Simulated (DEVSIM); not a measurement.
Device: abrupt GaAs n-p junction, at 300 K.

| layer (left to right) | material | thickness (μm) | Nd (cm⁻³) | Na (cm⁻³) | τn (s) | τp (s) |
|---|---|---|---|---|---|---|
| 1 | GaAs | 0.680 | 2.2e16 | - | 8.7e-9 | 8.7e-9 |
| 2 | GaAs | 44.0 | - | 6.5e14 | 8.7e-9 | 8.7e-9 |

Left contact: ohmic. Right contact: ohmic. Voltage is applied to the left contact. Recombination: SRH at mid-gap, radiative. Mobility is constant in doping.

The device is made up for the run: typed textbook-type constants, with dimensions and the other settings drawn at random. Values at 300 K.

| parameter | GaAs |
|---|---|
| gap (eV) | 1.424 |
| affinity (eV) | 4.07 |
| permittivity | 12.9 |
| Nc (cm⁻³) | 4.7e17 |
| Nv (cm⁻³) | 9e18 |
| μn (cm²/Vs) | 8500 |
| μp (cm²/Vs) | 400 |
| B (cm³/s) | 2e-10 |

Model (solved in DEVSIM): 1D drift-diffusion, Boltzmann statistics, complete ionisation; no tunnelling, impact ionisation, image-force lowering or self-heating.

Give the dark forward current.


(V (V), J (A/cm²)): (-0.05, -3.4e-10); (-0.15, -3.5e-9); (-0.25, -2.6e-8); (-0.35, -2.0e-7); (-0.45, -1.5e-6); (-0.55, -1.2e-5); (-0.65, -0.00011); (-0.75, -0.0016); (-0.85, -0.042); (-0.95, -0.53); (-1.00, -1.1); (-1.10, -2.9); (-1.20, -5.7); (-1.30, -9.7); (-1.40, -15); (-1.50, -21); (-1.60, -30); (-1.70, -39); (-1.80, -51); (-1.90, -64)
